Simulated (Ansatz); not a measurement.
CaSe, pressure series

The reference is CaSe in the rock salt structure (space group Fm-3m, No. 225; a = 5.958 Å).

Cell and atoms are relaxed at each pressure.

Method: PBE in Ansatz (plane waves to 420 eV, PAW, without spin-orbit coupling).

Candidates:
(a) pressure 1.5 GPa
(b) pressure 7.5 GPa
(c) pressure 5 GPa

For the base:

The band gap comes out as 2.08 eV.

Q: Order them by band gap, lowest first.

A: (b) pressure 7.5 GPa (1.76 eV), (c) pressure 5 GPa (1.86 eV), (a) pressure 1.5 GPa (2.02 eV)

Load acts through the strain it causes; cell and atoms are relaxed under it. Whether these cells are dynamically stable was not tested. Competing high-pressure phases were not computed.

Ansatz is a first-principles code.
